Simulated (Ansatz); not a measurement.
# Several settings converged on CaSi (Cm, 4 atoms in the cell)

```
CaSi
1.0
    2.28886    -5.37240     0.00000
    2.28886     5.37240     0.00000
    0.00000     0.00000     3.92493
Ca Si
2 2
Direct
  0.13851   0.86149   0.26274
  0.86149   0.13851   0.75000
  0.43155   0.56845   0.25000
  0.56845   0.43155   0.75000
```

Base method: LDA (PW92), default PAW files made with PBE (plane waves; Ansatz, a quantum-chemistry and plane-wave program).

Base settings: basis.ecutwfc = 420 eV; kpoints.mp_grid.grid = 8 8 9; hamiltonian.xc = lda; hamiltonian.pseudopotentials = {kind: paw} (the program's default PAW files); scf.occupations.method = fermi_dirac; scf.occupations.width = 0.1 eV.

The count of work is k-points × plane waves × bands × iterations; it is no time. Core times come from one kind of shared machine, to one figure; runs under 30 s give none.

**Shifted k-point meshes**

In this ladder: kpoints.mp_grid.shift = 0.5 0.5 0.5.

Only quantities that move along the ladder and can be compared are tabulated.

| kpoints.mp_grid.grid | free energy less the last step's (meV/atom) | largest difference of a force vector from the last step's (eV/Å) | count of work / last |
|---|---|---|---|
| 2 2 2 | 71.08 | 0.276 | 0.0025 |
| 4 4 4 | -16.79 | 0.076 | 0.015 |
| 5 5 5 | 0.36 | 0.060 | 0.028 |
| 6 6 7 | -0.92 | 0.030 | 0.054 |
| 8 8 8 | 0.53 | 0.012 | 0.10 |
| 17 17 18 | 0.00 | 0.000 | 1.0 |

Coarsest kpoints.mp_grid.grid that holds the forces within 0.02 eV/Å: not settled: the last two steps still differ by 0.012 eV/Å, over half the tolerance, so the ladder does not show it.

Coarsest kpoints.mp_grid.grid that holds the free energy within 5 meV/atom of the last step, with all finer ones: 5 5 5, at 0.028 of the last step's count of work; the step before is off by 17 meV/atom.

**The k-point mesh at a smearing width of 0.05 eV**

In this ladder: scf.occupations.width = 0.05 eV.

The second cell is the first with its lattice scaled by 0.98.

Only quantities that move along the ladder and can be compared are tabulated.

```csv
kpoints.mp_grid.grid,free energy less the last step's (meV/atom),energy of the compressed cell less the first (meV/atom),pressure (GPa),largest difference of a force vector from the last step's (eV/Å),count of work / last,core time / last (rough)
3 3 3,34.24,-22.75,-4.05,0.156,0.0052,–
4 4 4,14.58,-23.83,-4.17,0.128,0.013,–
5 5 5,-2.23,-24.28,-4.23,0.049,0.020,–
7 7 8,-0.98,-23.97,-4.20,0.005,0.061,–
10 10 11,0.05,-24.00,-4.20,0.004,0.16,0.2
13 13 14,0.12,-24.05,-4.20,0.003,0.34,0.3
19 19 20,0.00,-24.07,-4.21,0.000,1.0,1
```

Coarsest kpoints.mp_grid.grid that holds the free energy within 5 meV/atom of the last step, with all finer ones: 5 5 5, at 0.020 of the last step's count of work; the step before is off by 15 meV/atom.

Coarsest kpoints.mp_grid.grid that holds the pressure within 0.1 GPa of the last step, with all finer ones: 4 4 4, at 0.013 of the last step's count of work; the step before is off by 0.16 GPa.

Coarsest kpoints.mp_grid.grid that holds the energy of the compressed cell less the first within 0.5 meV/atom of the last step, with all finer ones: 4 4 4, at 0.013 of the last step's count of work; the step before is off by 1.3 meV/atom.

The energy difference between the two cells stays within 1 meV/atom of the last step's from 4 4 4 on, the total only from 7 7 8 on: much of the error is common to both cells and cancels.

**The mesh under tetrahedron occupations**

In this ladder: scf.occupations.method = tetrahedron; scf.occupations.width = default.

Only quantities that move along the ladder and can be compared are tabulated.

| kpoints.mp_grid.grid | free energy less the last step's (meV/atom) | pressure (GPa) | largest difference of a force vector from the last step's (eV/Å) | count of work / last |
|---|---|---|---|---|
| 3 3 4 | 13.40 | -4.20 | 0.104 | 0.015 |
| 4 4 5 | -1.25 | -4.29 | 0.086 | 0.029 |
| 5 5 6 | -0.20 | -4.24 | 0.072 | 0.050 |
| 8 8 8 | -0.77 | -4.21 | 0.028 | 0.15 |
| 12 12 13 | 0.07 | -4.21 | 0.004 | 0.53 |
| 15 15 16 | 0.00 | -4.21 | 0.000 | 1.0 |

Coarsest kpoints.mp_grid.grid that holds the pressure within 0.05 GPa of the last step, with all finer ones: 5 5 6, at 0.050 of the last step's count of work; the step before is off by 0.07 GPa.

Coarsest kpoints.mp_grid.grid that holds the free energy within 5 meV/atom of the last step, with all finer ones: 4 4 5, at 0.029 of the last step's count of work; the step before is off by 13 meV/atom.

Coarsest kpoints.mp_grid.grid that holds the forces within 0.02 eV/Å of the last step, with all finer ones: 12 12 13; the step before is off by 0.028 eV/Å.

On the base run: the starting cell comes from a database of computed structures (which also holds hypothetical and non-ambient phases and stackings), without a prior relaxation at this level. Its lattice was rescaled by up to half a per cent. One atom was moved a little off its site on purpose. In the base run, with a pressure of about -4 GPa the cell is away from its equilibrium volume at this level. Ansatz's pressure includes its estimate of the finite-basis (Pulay) stress.

Keys are those of Ansatz 0.2.
